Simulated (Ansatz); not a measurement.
The starting structures come from a database of crystals and need not be the phases stable at ambient conditions.

By PBEsol, the system below comes out a metal.

The ballistic (Sharvin) conductance counts the channels at the Fermi level: G/A = (e²/h) × channels of both spins per area.

Consider the following.

```
CELL_PARAMETERS angstrom
      5.70683     0.00000     0.00000
     -2.85341     5.20216     0.00000
      2.85341     0.00000     5.20216
ATOMIC_POSITIONS crystal
  Au 0.75000 0.00000 0.00000
  Au 0.25000 0.00000 0.00000
  Pb 0.84200 0.50000 0.81600
  Pb 0.65800 0.81600 0.50000
  Pb 0.15800 0.50000 0.18400
  Pb 0.34200 0.18400 0.50000
```

Space group of this cell: I4/mcm. The cell was relaxed by PBE-D3(BJ); by PBEsol its mean pressure is -1.1 GPa.

The current flows along the normal of the first two printed cell vectors, the (110) plane of the conventional cell. No spin-orbit coupling; the value is a mean over 0.1 eV about the Fermi level.

**Question.** Compute, with PBEsol (Ansatz, a quantum-chemistry and plane-wave program), the ballistic conductance per area.

**Answer.** 0.52 × 10¹⁵ S/m² for both spins.
